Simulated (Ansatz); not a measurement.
## TaN, pressure series

Start from TaN in the rock salt structure (space group Fm-3m, No. 225; a = 4.416 Å).

Cell and atoms are relaxed at each pressure.

All numbers come from Ansatz (an electronic-structure program) PBE, no spin-orbit coupling, earlier PAW set.

Two rows of this table had their results exchanged by mistake.

| pressure | volume per atom (Å³) | shortest distance (Å) | band gap |
|---|---|---|---|
| pressure −2 GPa | 10.83 | 2.213 | zero |
| pressure −1 GPa | 9.97 | 2.152 | zero |
| pressure 1.8 GPa | 10.71 | 2.204 | zero |
| pressure 4.2 GPa | 10.63 | 2.199 | zero |
| pressure 9 GPa | 10.49 | 2.189 | zero |
| pressure 18 GPa | 10.25 | 2.172 | zero |
| pressure 30 GPa | 10.80 | 2.210 | zero |
| pressure 45 GPa | 9.67 | 2.130 | zero |
| pressure 60 GPa | 9.41 | 2.111 | zero |

Task: Which two?

Result: The rows for pressure −1 GPa and pressure 30 GPa: the volume has to fall steadily with pressure, so 10.80 Å³ belongs to pressure −1 GPa and 9.97 Å³ to pressure 30 GPa.

Load acts through the strain it causes; cell and atoms are relaxed under it. Whether these cells are dynamically stable was not tested. No other phases were tried under pressure. All final runs are without spin polarisation. This is not the structure that TaN has at room temperature and ambient pressure.
